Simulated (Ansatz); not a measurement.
The starting structures come from a database of crystals and need not be the phases stable at ambient conditions.

Consider the following.

```xyz
20
Lattice="5.2232 0.0000 0.0000 2.6116 11.6615 0.0000 2.6116 0.5849 4.4855" Properties=species:S:1:pos:R:3 pbc="T T T"
Ba     7.8349     9.1848     3.3641
Ba     2.6116     3.0616     1.1214
Zr     0.0000     0.0000     0.0000
Zr     5.2232     6.1232     2.2427
B      5.2232     1.6130     2.8308
B      5.2232    10.6334     1.6546
B      7.8349     5.0951     3.8974
B      2.6116     7.1513     0.5881
O      3.6297     7.3021     1.5104
O      6.8168     4.9443     2.9751
O      6.5169     7.2349     0.9954
O      3.9296     5.0114     3.4901
O      5.5231     7.5918     3.7323
O      4.9234     4.6545     0.7532
O      3.9053    10.5497     1.2473
O      6.5412     1.6966     3.2382
O      5.5231    10.7777     2.9960
O      4.9234     1.4686     1.4895
O      6.2414    10.4826     0.7324
O      4.2051     1.7638     3.7531
```

Space group of this cell: R-3c. The cell is taken as given; by PBEsol its mean pressure is -5.3 GPa.

Transport runs along the normal of the first two printed cell vectors, the (101) plane of the conventional cell.

The gap is the functional's own, uncorrected, and κ follows it; spin-orbit coupling is left out. Mid-gap values are interpolated between the computed energies.

Problem. Predict the band gap and the smallest decay constant κ at mid-gap from Ansatz (a first-principles code) with PBEsol.

Solution. Gap 4.10 eV on a 8×8×8 mesh; κ = 0.406 1/Å, at the zone centre.
